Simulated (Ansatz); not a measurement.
An Ansatz (a first-principles code) run: SrHfO3 with a change (uniaxial stress, 5 GPa compression along z); PBEsol (Ansatz, PAW, no SOC).

Input:

Ansatz 0.2 input:
```yaml
crystal:
  lattice:
    - [-2.8839643435, 4.0493444466, 2.8927283795]
    - [2.8839643435, -4.0493444466, 2.8927283795]
    - [2.8839643435, 4.0493444466, -2.8927283795]
  atoms:
    - { symbol: Sr, position: [0.2396787202, 0.4896787202, 0.75] }
    - { symbol: Sr, position: [0.7603212798, 0.5103212798, 0.25] }
    - { symbol: Hf, position: [0, 0, 0] }
    - { symbol: Hf, position: [0.5, 0, 0.5] }
    - { symbol: O, position: [0.7942665798, 0.5, 0.7942665798] }
    - { symbol: O, position: [0.2057334202, 0.5, 0.2057334202] }
    - { symbol: O, position: [0.2057334202, 0, 0.7057334202] }
    - { symbol: O, position: [0.7942665798, 0, 0.2942665798] }
    - { symbol: O, position: [0.6691832508, 0.9191832508, 0.75] }
    - { symbol: O, position: [0.3308167492, 0.0808167492, 0.25] }
basis: { ecutwfc: 420, ecutrho_ratio: 4, xc_grid: 2, fft_grid_basis: typed }
kpoints: { mp_grid: { grid: [8, 8, 8] } }
hamiltonian:
  xc: pbesol
  dispersion: none
  pseudopotentials: { kind: paw }
scf: { occupations: { method: fermi_dirac, width: 0.05 } }
relax: { f_tol: 0.005, max_steps: 50, cell: { stress_tol: 0.01, sigma_target: [0, 0, 5, 0, 0, 0] } }
output: { forces: true, stress: true }
checkpoint: { write: state.ck, write_every: 1000 }
```

Output (explanatory and most iteration lines left out):

```
Relaxation: its limit of steps is 50 (relax.max_steps)
Pseudopotential: Sr, paw, valence charge 10
Pseudopotential: Hf, paw, valence charge 26
Pseudopotential: O, paw, valence charge 6
Crystal: 10 atoms, lattice volume = 135.127 Å³
Basis set: ecut = 420 eV, 2669 PW (Γ), exchange–correlation on 80×80×80 points (8 copies of the dense FFT grid, shifted against one another)
Bands: 65, of which v1, the nominal top of the filled ones, is band 54 counted from 1 (53 counted from 0)
Symmetry: 8 space group operations
Space group: Imma (ITA 74), of the structure as read, at distance tolerance 5.1e-5 Å
k-points: 95 of 512
Functional: x = pbesol(κ = 0.804, μ = 0.12345679012345678), c = pbesol(β = 0.046)
SCF iter   1: F=—  HF=-41564.460730 eV  |F-HF|=—  |Δ(HF+E_count)|=         —  Δρ=1.63e-2  dr2=3.04e-1  ethr=1.77e-3  ⟨swp⟩=9.3  Hψ=27630  notcnv=0  defer=31
SCF iter   2: F=—  HF=-41564.388703 eV  |F-HF|=—  |Δ(HF+E_count)|=   7.20e-2  Δρ=3.19e-3  dr2=6.25e-3  ethr=2.82e-4  ⟨swp⟩=3.0  Hψ=13047  notcnv=0  defer=457
SCF 1 converged in 9 iterations: F = -41564.387713 eV  dr2 = 1.11e-8
relax step   1: F+E_penalty+E_count = -41564.38771326 eV  Δ(F+E_penalty+E_count) = +0.000e0 eV  max|allowed force component| = 1.806e-4 eV/Å  Δτ_max = 0.0000 Å  P = -0.001 GPa  Ω = 135.127 Å³  (9 SCF iters, dr2 threshold 1.00e-7 eV, accepted)
[... steps on the carried basis left out ...]
relax step   9: F+E_penalty+E_count = -41564.34701968 eV  Δ(F+E_penalty+E_count) = +6.108e-5 eV  max|allowed force component| = 2.136e-4 eV/Å  Δτ_max = 0.0000 Å  P = +1.672 GPa  Ω = 134.110 Å³  stress off target by 9.24e-3 GPa  SCF on the basis re-selected at this cell (its energy is not comparable with the rows above)  (8 SCF iters)
SCF converged after 8 iterations
Free energy (F): -41564.347020 eV
Internal energy: -41564.347020 eV  (E = F + TS)
E sigma→0 (E₀):  -41564.347020 eV
Fermi energy:    13.116217 eV
--- Forces (eV/Å), atoms counted from 1 ---
  atom   1  Sr    -0.00000000    -0.00000000     0.00021364
  atom   2  Sr     0.00000000     0.00000000    -0.00021364
  atom   3  Hf    -0.00000000     0.00000000     0.00000000
  atom   4  Hf    -0.00000000    -0.00000000     0.00000000
  atom   5  O      0.00000000    -0.00005818     0.00000000
  atom   6  O     -0.00000000     0.00005818     0.00000000
  atom   7  O     -0.00000000     0.00005818    -0.00000000
  atom   8  O      0.00000000    -0.00005818    -0.00000000
  atom   9  O      0.00000000    -0.00000000    -0.00016381
  atom  10  O     -0.00000000     0.00000000     0.00016381
--- Stress (GPa, compression-positive) ---
        0.009241       0.000000       0.000000
        0.000000       0.008135      -0.000000
        0.000000      -0.000000       4.999056
  P = ⅓ Tr σ = 1.6721 GPa (16.721 kbar)
--- Relaxed structure (7 steps of the walk, 6 accepted, 2 SCFs on fresh bases) ---
  cell:  # Å, volume = 134.1096 Å³
    - [-2.9049815201686107, 4.067645783604249, 2.837353662979398]
    - [2.9049815201686107, -4.067645783604249, 2.837353662979398]
    - [2.9049815201686107, 4.067645783604249, -2.837353662979398]
  atoms:
    - { symbol: Sr, position: [0.2373402140811142, 0.48734021408111394, 0.75] }
    - { symbol: Sr, position: [0.7626597859188861, 0.512659785918886, 0.2500000000000001] }
    - { symbol: Hf, position: [4.909117362796638e-20, 5.996841902856598e-20, -1.087724540059967e-20] }
    - { symbol: Hf, position: [0.5000000000000001, 5.996841902856591e-20, 0.5000000000000001] }
    - { symbol: O, position: [0.7947748451425256, 0.5, 0.7947748451425255] }
    - { symbol: O, position: [0.20522515485747464, 0.5, 0.20522515485747464] }
    - { symbol: O, position: [0.20522515485747472, -5.551115123125783e-17, 0.7052251548574746] }
    - { symbol: O, position: [0.7947748451425256, 0.0, 0.29477484514252544] }
    - { symbol: O, position: [0.6702571375485973, 0.9202571375485971, 0.75] }
    - { symbol: O, position: [0.32974286245140294, 0.07974286245140286, 0.25000000000000006] }
```

With Hf present, leaving out spin-orbit coupling can change the band edges. Load acts through the strain it causes; cell and atoms are relaxed under it. sigma_target is in GPa, compression positive, in the order xx, yy, zz, yz, xz, xy. Beyond what the load breaks, stability against distortions was not tested. The cell was made from SrHfO$_{3}$ (space group Imma, No. 74; a cell from a computed database, its experimental status unchecked) by this change: uniaxial stress, 5 GPa compression along z.
